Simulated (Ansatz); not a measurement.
Bond-angle distributions (per cent of the angles at each element, bins of 10°) of a relaxed model of amorphous Bi₂₀Te₃₀ at 7.74 g/cm³. Computed with PBE-D3(BJ), scalar-relativistic without spin-orbit coupling, PAW (Ansatz default set, large-core Te) (plane waves to 420 eV; Ansatz, a program for electronic structure).

The cell was made by melting and quenching with the CHGNet potential and then relaxed with DFT. The hot cell started wider than the set density and was brought back towards it in steps. It is the lowest in DFT energy of 3 quenches. It is a model cell: composition and starting density were chosen by hand, and all elements were melted together. The geometry includes D3(BJ) dispersion. Its density started from a set value of 7.84 and ended at 7.74 g/cm³. The quench (nominally 53 K/ps over its main leg) was far faster than any real one, so the model tends to hold more defects than a real film. One small periodic cell is one sample of the glass; other quenches scatter about these values. The volume was free in the relaxation, at fixed shape. On a 2×2×2 Γ-centred mesh force components of up to 0.17 eV/Å stay, since the relaxation ran on one k-point at (1/4, 1/4, 1/4). Cycles of charging lowered its energy after that relaxation.

Cut-offs for bonds: Bi-Bi 3.55 Å, Bi-Te 3.54 Å, Te-Te 3.31 Å.

```
angle (°)  at Bi  at Te
---------  -----  -----
50-60          1      1
60-70          6      1
70-80         15     10
80-90         23     22
90-100        16     18
100-110       10      9
110-120        6     14
120-130        2      9
130-140        3      9
140-150        6      2
150-160        7      4
160-170        5      1
170-180        1      0
```

They go with these counts of neighbours within the cut-offs, cation contacts included: Bi mean 5.4, most often 6; Te mean 3.6, most often 4.
